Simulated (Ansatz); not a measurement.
Band structure of CoNiGe (P6_3/mmc, 6 atoms in the cell).

```
CoNiGe
1.0
    3.99412     0.00000     0.00000
   -1.99706     3.45901     0.00000
    0.00000     0.00000     5.08234
Co Ni Ge
2 2 2
Direct
  0.00000   0.00000   0.50000
  0.00000   0.00000   0.00000
  0.33333   0.66667   0.75000
  0.66667   0.33333   0.25000
  0.33333   0.66667   0.25000
  0.66667   0.33333   0.75000
```

Method of the run: PBEsol, PAW files made with PBE (plane waves; Ansatz, a first-principles code).

Settings: kpoints.mp_grid.grid = 9 9 6; hamiltonian.xc = pbesol; hamiltonian.pseudopotentials = {kind: paw} (the program's default PAW files); scf.occupations.method = fermi_dirac; scf.occupations.width = 0.0073 Ry; kpoints.band_path.npoints = 8.

The starting cell comes from a database of computed structures (which also holds hypothetical and non-ambient phases and stackings), without a prior relaxation at this level. Spin polarisation is off.

Levels in eV from the Fermi level, bands 46 to 53:
| point | 46 | 47 | 48 | 49 | 50 | 51 | 52 | 53 |
|---|---|---|---|---|---|---|---|---|
| Γ | -0.55 | -0.01 | -0.01 | 0.88 | 2.23 | 3.07 | 3.07 | 3.22 |
| M | -0.79 | -0.68 | -0.58 | -0.53 | -0.08 | 0.03 | 1.00 | 2.25 |
| K | -0.87 | -0.87 | -0.40 | -0.40 | 0.06 | 0.86 | 0.86 | 1.45 |
| A | -0.69 | -0.69 | -0.69 | 1.48 | 1.48 | 3.54 | 3.54 | 3.54 |
| L | -0.83 | -0.64 | -0.64 | -0.43 | -0.43 | 1.32 | 1.32 | 2.87 |
| H | -0.76 | -0.74 | -0.74 | -0.50 | -0.50 | 0.28 | 0.28 | 5.48 |

Bands cross the Fermi level along this path, so the cell is metallic at this level.

Keys are those of Ansatz 0.2.
